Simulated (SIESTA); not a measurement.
# Worked example: self-consistent single point of TlBi2 (P6/mmm, 3 atoms in the cell) in SIESTA

Method: SIESTA with LDA PW92, numerical atomic orbitals TZP, PseudoDojo LDA standard norm-conserving potentials (rewritten from UPF to PSML).

The input file:

```
# files in the folder: Tl.psml Bi.psml (PseudoDojo LDA standard)
SystemName  TlBi2
SystemLabel tlbi2

NumberOfAtoms                3
NumberOfSpecies              2
%block ChemicalSpeciesLabel
  1 81 Tl
  2 83 Bi
%endblock ChemicalSpeciesLabel
LatticeConstant              1.0 Bohr
%block LatticeVectors
    10.787803939    0.000000000    0.000000000
    -5.393901969    9.342513053    0.000000000
     0.000000000    0.000000000    6.413276933
%endblock LatticeVectors
AtomicCoordinatesFormat      Fractional
%block AtomicCoordinatesAndAtomicSpecies
     0.000000000    0.000000000    0.000000000  1
     0.666667000    0.333333000    0.500000000  2
     0.333333000    0.666667000    0.500000000  2
%endblock AtomicCoordinatesAndAtomicSpecies

XC.functional                LDA
XC.authors                   PW92
PAO.BasisSize                TZP
PAO.EnergyShift              0.01 Ry
MeshCutoff                   400 Ry
%block kgrid.MonkhorstPack
    6   0   0  0.0
    0   6   0  0.0
    0   0   8  0.0
%endblock kgrid.MonkhorstPack
OccupationFunction           MP
OccupationMPOrder            0
ElectronicTemperature        1578.21 K

MaxSCFIterations             150
SCF.Mixer.Method             Pulay
SCF.Mixer.Weight             0.1
SCF.Mixer.History            6
SCF.DM.Tolerance             1.0E-04
Diag.ParallelOverK           true
WriteForces                  true
```

The program printed (abridged):

```
reinit: Reading from file input.fdf

reinit: System Name: TlBi2
reinit: System Label: tlbi2

coor:   Atomic-coordinates input format  =     Fractional

siesta: Atomic coordinates (Bohr) and species
siesta:      0.00000   0.00000   0.00000  1        1
siesta:      5.39391   3.11417   3.20664  2        2
siesta:     -0.00001   6.22835   3.20664  2        3

siesta: System type = bulk

initatomlists: Number of atoms, orbitals, and projectors:      3    66    82

siesta: ******************** Simulation parameters ****************************
redata: Spin configuration                          = none
redata: Time-Reversal Symmetry                      = T
redata: Number of Atomic Species                    =        2
redata: Mesh Cutoff                                 =   400.0000 Ry
redata: Net charge of the system                    =     0.0000 |e|
redata: Min. number of SCF Iter                     =        0
redata: Max. number of SCF Iter                     =      150
redata: SCF convergence failure will abort job
redata: SCF mix quantity                            = Hamiltonian
redata: Mix DM or H after convergence               =   F
redata: Recompute H after scf cycle                 =   F
redata: Mix DM in first SCF step                    =   T
redata: No kicks to SCF
redata: DM Mixing Weight for Kicks                  =     0.5000
redata: Require Harris convergence for SCF          =   F
redata: Harris energy tolerance for SCF             =     0.000100 eV
redata: Require DM convergence for SCF              =   T
redata: DM tolerance for SCF                        =     0.000100
redata: Require EDM convergence for SCF             =   F
redata: EDM tolerance for SCF                       =     0.001000 eV
redata: Require H convergence for SCF               =   T
redata: Hamiltonian tolerance for SCF               =     0.001000 eV
redata: Require (free) Energy convergence for SCF   =   F
redata: (free) Energy tolerance for SCF             =     0.000100 eV
redata: Using DFT-D3 dispersion                     =   F
redata: Using Saved Data (generic)                  =   F
redata: Method of Calculation                       = Diagonalization
redata: Electronic Temperature                      =  1578.2100 K
redata: Number of TDED substeps                     =        3
redata: Dynamics option                             = Single-point calculation
redata: Save all siesta data in one NC              =   F
redata: ***********************************************************************

%block SCF.Mixers
  Pulay
%endblock SCF.Mixers

%block SCF.Mixer.Pulay
  # Mixing method
  method pulay
  variant stable

  # Mixing options
  weight 0.1000
  weight.linear 0.1000
  history 6
%endblock SCF.Mixer.Pulay

DM_history_depth set to one: no extrapolation allowed by default for geometry relaxation
Size of DM history Fstack: 1
Total number of electrons:    43.000000
Total ionic charge:    43.000000

* ProcessorY, Blocksize:    1  64

* Orbital distribution balance (max,min):    66    66

k-point displ. along   1 input, could be:     0.00    0.50
k-point displ. along   2 input, could be:     0.00    0.50
k-point displ. along   3 input, could be:     0.00    0.50
 Kpoints in:          180 . Kpoints trimmed:          168

siesta: k-grid: Number of k-points = 168
siesta: k-points from Monkhorst-Pack grid
siesta: k-cutoff (effective) =    13.575 Ang
siesta: k-point supercell and displacements
siesta: k-grid:     6     0     0      0.000
siesta: k-grid:     0     6     0      0.000
siesta: k-grid:     0     0     8      0.000

diag: Algorithm                                     = D&C
diag: Parallel over k                               =   F
diag: Use parallel 2D distribution                  =   F
diag: Parallel block-size                           = 64
diag: Parallel distribution                         =     1 x     1
diag: Used triangular part                          = Lower
diag: Absolute tolerance                            =  0.100E-15
diag: Orthogonalization factor                      =  0.100E-05
diag: Memory factor                                 =  1.0000

superc: Internal auxiliary supercell:     5 x     5 x     5  =     125
superc: Number of atoms, orbitals, and projectors:    375   8250  10250

                        Single-point calculation

superc: Internal auxiliary supercell:     5 x     5 x     5  =     125
superc: Number of atoms, orbitals, and projectors:    375   8250  10250

outcell: Unit cell vectors (Ang):
        5.708660    0.000000    0.000000
       -2.854330    4.943845    0.000000
        0.000000    0.000000    3.393760

outcell: Cell vector modules (Ang)   :    5.708660    5.708660    3.393760
outcell: Cell angles (23,13,12) (deg):     90.0000     90.0000    120.0000
outcell: Cell volume (Ang**3)        :     95.7812
new_DM -- step:     1
Initializing Density Matrix...

Attempting to read DM from file... Failed...
DM filled with atomic data:

InitMesh: MESH = 60 x 60 x 48 = 172800
InitMesh: Mesh cutoff (required, used) =   400.000   407.075 Ry

stepf: Methfessel-Paxton step function
       Using Hermite-Gauss polynomials of order  0

        iscf     Eharris(eV)        E_KS(eV)     FreeEng(eV)     dDmax    Ef(eV) dHmax(eV)
   scf:    1    -6095.828061    -6092.919109    -6092.934782  0.977207 -3.029063  3.274417
   scf:    2    -6093.276513    -6093.100610    -6093.116411  0.031548 -3.069684  2.710553
   scf:    3    -6093.829259    -6093.535462    -6093.551842  0.156336 -3.297501  0.238259
   scf:    4    -6093.536226    -6093.536196    -6093.552803  0.007587 -3.316826  0.230007
   scf:    5    -6093.512903    -6093.528282    -6093.545219  0.037027 -3.299473  0.603943
   scf:    6    -6093.543011    -6093.537626    -6093.554198  0.023525 -3.312806  0.019396
   scf:    7    -6093.536899    -6093.537308    -6093.553969  0.003000 -3.313127  0.099392
   scf:    8    -6093.537811    -6093.537630    -6093.554206  0.004118 -3.314317  0.007766
   scf:    9    -6093.537648    -6093.537639    -6093.554204  0.000144 -3.314180  0.011029
   scf:   10    -6093.537618    -6093.537629    -6093.554207  0.000398 -3.314123  0.000045
   scf:   11    -6093.537629    -6093.537629    -6093.554207  0.000002 -3.314124  0.000038

SCF Convergence by DM+H criterion
max |DM_out - DM_in|         :     0.0000016754
max |H_out - H_in|      (eV) :     0.0000384485
SCF cycle converged after 11 iterations

Using DM_out to compute the final energy and forces

siesta: E_KS(eV) =            -6093.5376

siesta: E_KS - E_eggbox =     -6093.5376

siesta: Atomic forces (eV/Ang):
     1    0.000000    0.000000   -0.000000
     2   -0.000012    0.000007    0.000000
     3    0.000012   -0.000007   -0.000000
   Tot    0.000000    0.000000   -0.000000
   Max    0.000012
   Res    0.000007    sqrt( Sum f_i^2 / 3N )
   Max    0.000012    constrained

Stress tensor Voigt[x,y,z,yz,xz,xy] (kbar):       30.48       30.48       35.44       -0.00        0.00       -0.00
(Free)E + p*V (eV/cell)    -6095.4751
Target enthalpy (eV/cell)    -6093.5542

siesta: Program's energy decomposition (eV):
siesta: Ebs     =      -792.960749
siesta: Eions   =      6725.221152
siesta: Ena     =       402.472612
siesta: Ekin    =      2958.224111
siesta: Enl     =     -1102.687419
siesta: Eso     =         0.000000
siesta: Edftu   =         0.000000
siesta: DEna    =        36.601082
siesta: DUscf   =         0.970728
siesta: DUext   =         0.000000
siesta: Ex      =     -1521.807687
siesta: Ec      =      -142.089903
siesta: Exc     =     -1663.897591
siesta: Eharris =     -6093.537629
siesta: Etot    =     -6093.537629
siesta: FreeEng =     -6093.554207

siesta: Stress tensor (static) (eV/Ang**3):
siesta:     0.019022   -0.000000    0.000000
siesta:    -0.000000    0.019021   -0.000000
siesta:     0.000000   -0.000000    0.022121

siesta: Cell volume =         95.781173 Ang**3

siesta: Pressure (static):
siesta:                Solid            Molecule  Units
siesta:          -0.00021842         -0.00021842  Ry/Bohr**3
siesta:          -0.02005470         -0.02005455  eV/Ang**3
siesta:         -32.13117903        -32.13092347  kBar
```

The run converged in 11 iterations.

The starting cell comes from a database of computed structures (which also holds hypothetical and non-ambient phases and stackings), without a prior relaxation at this level. Values carry the incompleteness of an atom-centred basis. With a pressure of about -3 GPa the cell is away from its equilibrium volume at this level.

Cost on one core of a shared machine: roughly 2 min.
